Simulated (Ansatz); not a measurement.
AlB2-type HfB₂, treated with r²SCAN0 in Ansatz (PAW).

Numerical settings: plane-wave cutoff 520 eV, 12×12×8 k mesh (along the axes of the cell as run), Fermi–Dirac smearing 0.05 eV, scalar-relativistic PAW data made under PBE.

Computed at the level's own relaxed cell.

Predict the equilibrium lattice constant a and lattice parameter c.


- equilibrium lattice constant a = 3.131 Å
- lattice parameter c = 3.474 Å

Measured, for comparison: lattice constant a 3.14 Å, lattice parameter c 3.48 Å (temperature not stated, copied from a table, unchecked, no zero-point or thermal correction; as tabulated in Journal of Nuclear Materials 21, 14 (1967)). Computed (rounded) less measured: lattice constant a not scored (unchecked), lattice parameter c not scored (unchecked).

Spin–orbit coupling is not included.

The result took very roughly 110 core-minutes.

Ansatz is a program for electronic structure.
